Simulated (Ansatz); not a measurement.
The structure below was relaxed with PBEsol, PAW, 420 eV (Ansatz, an electronic-structure program; spin-orbit coupling left out).

```xyz
5
Lattice="6.0730 0.0000 0.0000 0.0000 6.0730 0.0000 0.0000 0.0000 6.0730" Properties=species:S:1:pos:R:3 pbc="T T T"
Li     0.0000     0.0000     0.0000
Sn     3.0365     3.0365     3.0365
I      0.0000     3.0365     3.0365
I      3.0365     3.0365     0.0000
I      3.0365     0.0000     3.0365
```

Find the space group and the Wyckoff positions.

Space group Pm-3m (No. 221); a = b = c = 6.0730 Å, α = β = γ = 90.00°

| atom | site | symmetry | x | y | z |
|---|---|---|---|---|---|
| Li | 1a | m-3m | 0.0000 | 0.0000 | 0.0000 |
| Sn | 1b | m-3m | 0.5000 | 0.5000 | 0.5000 |
| I | 3c | 4/mm.m | 0.0000 | 0.5000 | 0.5000 |

Describe the coordination.

The crystal has 5 atoms in its conventional cell. Cell: a = b = c = 6.073 Å, α = β = γ = 90.00°. Li is coordinated by no neighbour by this rule. Sn sees 6 I at 3.037 Å (octahedral). I is surrounded by 2 Sn at 3.037 Å (linear). (Neighbours: up to the widest gap in distance over summed covalent radii, below 1.35, at either atom; cation-cation and far metal-metal contacts left out.)

With I present, leaving out spin-orbit coupling can change the band edges. No phonon test of stability was made. All final runs are without spin polarisation. The cell was made from CsSnI3 by this change: Cs → Li; the result is a hypothetical phase, not in the database extracts checked. Many cubic perovskites are stable only at high temperature; tilts and polar distortions were not tested.
